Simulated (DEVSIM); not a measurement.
System: abrupt Ge n-p junction, at 300 K.

```
layer (left to right)  material  thickness (μm)  Nd (cm⁻³)  Na (cm⁻³)  τn (s)  τp (s)
---------------------  --------  --------------  ---------  ---------  ------  ------
1                            Ge            21.0     6.5e15          -  3.3e-7  3.3e-7
2                            Ge            3.00          -     6.4e15  3.3e-7  3.3e-7
```

Left contact: ohmic. Right contact: ohmic. Voltage is applied to the left contact. Recombination: SRH at mid-gap. Mobility is μmin + (μ − μmin)/(1 + (N/Nref)^α).

The device is made up for the run: typed textbook-type constants, with dimensions and the other settings drawn at random. Values at 300 K.

```csv
parameter,Ge
gap (eV),0.664
affinity (eV),4
permittivity,16
Nc (cm⁻³),1.04e19
Nv (cm⁻³),6e18
μn (cm²/Vs),3900
μp (cm²/Vs),1900
"μn,min",150
"μp,min",100
"Nref,n",2.6e17
"Nref,p",4e17
αn,0.56
αp,0.6
```

Model (solved in DEVSIM): 1D drift-diffusion, Boltzmann statistics, complete ionisation; no tunnelling, impact ionisation, image-force lowering or self-heating.

The thickness of layer 1 was swept, all else fixed.

```
thickness of layer 1 (μm)  dark forward voltage at 1 A/cm² (V)  dark forward voltage at 100 A/cm² (V)
-------------------------  -----------------------------------  -------------------------------------
4.2                                                      0.139                                  0.273
7.3                                                      0.142                                  0.282
13                                                       0.144                                  0.295
21                                                       0.146                                  0.314
36                                                       0.147                                  0.346
63                                                       0.148                                  0.405
100                                                      0.149                                  0.489
```

From the first row to the last the dark forward voltage at 1 A/cm² goes from 0.139 to 0.149. From the first row to the last the dark forward voltage at 100 A/cm² goes from 0.273 to 0.489.
